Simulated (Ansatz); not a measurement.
# Phonon-limited transport in ScAl (Cmcm)

Here is the system:

```xyz
4
Lattice="1.6484 -5.5030 0.0000 1.6484 5.5030 0.0000 0.0000 0.0000 4.3339" Properties=species:S:1:pos:R:3 pbc="T T T"
Sc     1.6484    -3.7166     1.0835
Sc     1.6484     3.7166     3.2504
Al     1.6484    -0.7659     1.0835
Al     1.6484     0.7659     3.2504
```

The numbers are results of PBEsol, DFPT electron-phonon coupling, linearised Boltzmann equation (plane waves, PAW, scalar-relativistic; Ansatz, an electronic-structure program), not measurements. Geometry: relaxed with this functional, without spin-orbit coupling.

```yaml
resistivity at 300 K: 36 (x), 51 (y), 54 (z) μΩ·cm
```

A metal at this level (no band gap). Only scattering by harmonic phonons is included (no impurities, grain boundaries, electron-electron scattering or thermal expansion). Spin-orbit coupling is left out. Halving the electron mesh (28x28x20) moves the resistivity by up to 4 % at 300 K. Smearing 0.20 eV; phonons on a 4x4x3 q mesh, which this run doesn't test and which matters most at low temperature.

Computed structure with no diffraction record at hand here (it may be known, metastable or hypothetical): ScAl (Cmcm).
